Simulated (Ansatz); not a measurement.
Candidates (primitive cells; geometry: cell and atoms relaxed with PBEsol):
A. CsCdCl$_{3}$ (Pm-3m), a = b = c = 5.203 Å, α = β = γ = 90.00°
B. CdSe (F-43m), a = 4.300 Å, b = 4.300 Å, c = 4.300 Å, α = 60.00°, β = 60.00°, γ = 60.00°
C. CdS (P6_3mc), a = b = 4.124 Å, c = 6.709 Å, α = β = 90.00°, γ = 120.00°
D. CdF2 (Fm-3m), a = b = c = 3.8070 Å, α = β = γ = 60.00°

Put the candidates in order of Seebeck coefficient, n-type 1e19 cm⁻³, lowest first, for PBEsol, rigid bands run with Ansatz (a program for electronic structure).

D (-181 μV/K), A (-135 μV/K), C (-81 μV/K), B (-47 μV/K)

Seebeck coefficients are for the stated density at 300 K, with one relaxation time for all states and whether or not that doping can be reached. Spin-orbit coupling is left out.

Formula and space group known from diffraction (Crystallography Open Database), not checked to be the room-temperature form: CdF2 (Fm-3m), CsCdCl3 (Pm-3m).
